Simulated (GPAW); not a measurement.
Worked example: self-consistent single point of CaI2 (P-3m1, 3 atoms in the cell) in GPAW.

Method of the run: PBEsol, GPAW PAW datasets PBEsol (made by gpaw-setup) (plane waves; GPAW).

The change in words: lattice scaled by 0.98. Reference geometry:
```xyz
3
Lattice="4.5290 0.0000 0.0000 -2.2645 3.9222 0.0000 0.0000 0.0000 7.2098" Properties=species:S:1:pos:R:3 pbc="T T T"
Ca     0.0000     0.0000     0.0000
I      0.0000     2.6148     1.7614
I      2.2645     1.3074     5.4485
```

Reference input (self-consistent single point, DFT PBEsol, plane waves, GPAW PAW datasets PBEsol (made by gpaw-setup)): mode = pw; ecut = 600 eV; xc = PBEsol; kpts = 5 5 3; mesh shift (steps) = 0 0 0; occupations.name = fixed-uniform; nbands = -8; convergence.density = 1e-05 e/electron; convergence.bands = -6; symmetry.symmorphic = false; symmetry.tolerance = 0.0005; maxiter = 100. This run's input differs from it in these lines:

```diff
@@ -5,5 +5,5 @@
 atoms = Atoms(['Ca', 'I', 'I'],
-              cell=[[4.528970, 0.000000, 0.000000],
-                    [-2.264485, 3.922203, 0.000000],
-                    [0.000000, 0.000000, 7.209830]],
+              cell=[[4.438391, 0.000000, 0.000000],
+                    [-2.219195, 3.843759, 0.000000],
+                    [0.000000, 0.000000, 7.065633]],
               scaled_positions=[[0.000000, 0.000000, 0.000000],
```

Output, abridged:

```
     iter     time        total  log10-change:
                         energy   eigst   dens
iter:   1 --:--:--   -10.425061   +0.90
iter:   2 --:--:--   -10.557728   +0.17  -1.35
iter:   3 --:--:--   -10.551832   -0.41  -1.39
iter:   4 --:--:--   -10.580566   -1.06  -1.49
iter:   5 --:--:--   -10.577358   -1.43  -1.76
iter:   6 --:--:--   -10.566628   -1.47  -1.99
iter:   7 --:--:--   -10.565608c  -2.06  -2.37
iter:   8 --:--:--   -10.565194c  -2.45  -2.64
iter:   9 --:--:--   -10.564895c  -2.97  -2.79
iter:  10 --:--:--   -10.564868c  -3.79  -2.99
iter:  11 --:--:--   -10.564832c  -4.50  -3.25
iter:  12 --:--:--   -10.564831c  -5.39  -4.09
iter:  13 --:--:--   -10.564830c  -6.14  -4.17
iter:  14 --:--:--   -10.564830c  -6.88  -4.11
iter:  15 --:--:--   -10.564830c  -7.46c -4.38
iter:  16 --:--:--   -10.564830c  -7.50c -4.41
iter:  17 --:--:--   -10.564830c  -8.35c -4.62
iter:  18 --:--:--   -10.564830c  -8.71c -4.67
iter:  19 --:--:--   -10.564830c  -7.95c -4.70
iter:  20 --:--:--   -10.564830c  -8.49c -4.84
iter:  21 --:--:--   -10.564830c  -9.60c -5.06c
Converged after 21 iterations.

Dipole moment: (-0.000000, -0.000000, 0.000000) |e|*Ang

Energy contributions relative to reference atoms: (reference = -405407.553146)

Kinetic:        +16.896817
Potential:      -14.762395
External:        +0.000000
XC:             -12.087241
Entropy (-ST):   +0.000000
Local:           -0.612011
SIC:             +0.000000
--------------------------
Free energy:    -10.564830
Extrapolated:   -10.564830

Showing only first 2 kpts
 Kpt  Band  Eigenvalues  Occupancy
  0    10      1.61712    2.00000
  0    11      1.79483    2.00000
  0    12      6.00770    0.00000
  0    13      6.23621    0.00000

  1    10      1.54250    2.00000
  1    11      1.54251    2.00000
  1    12      6.13651    0.00000
  1    13      6.20386    0.00000

Fermi level: 3.58678

Gap: 3.584 eV
Transition (v -> c):
   [... lines left out ...]
Direct gap: 4.213 eV
Transition at: (s=0, k=0, n=11, [0.00, 0.00, 0.00])
Energy (eV): -10.56483

Forces in eV/Ang:
  0 Ca    0.00000    0.00000    0.00000
  1 I     0.00000   -0.00000    0.14581
  2 I    -0.00000    0.00000   -0.14581

Stress tensor:
    -0.002858     0.000000     0.000000
     0.000000    -0.002858     0.000000
     0.000000     0.000000    -0.003949
Stress (GPa, Voigt): [-0.4579 -0.4579 -0.6326  0.      0.      0.    ]
```

The run converged in 21 iterations. GPAW prints stress with tension positive. Against the reference run the free energy drops by 3.1 meV/atom, the pressure goes from -0.86 to 0.52 GPa, the largest force goes from 0.127 to 0.146 eV/Å and the gap on the mesh goes from 3.651 to 3.584 eV.

The starting cell comes from a database of computed structures (which also holds hypothetical and non-ambient phases and stackings), without a prior relaxation at this level. For this run, on top of that: lattice scaled by 0.98. Spin-orbit coupling is off.
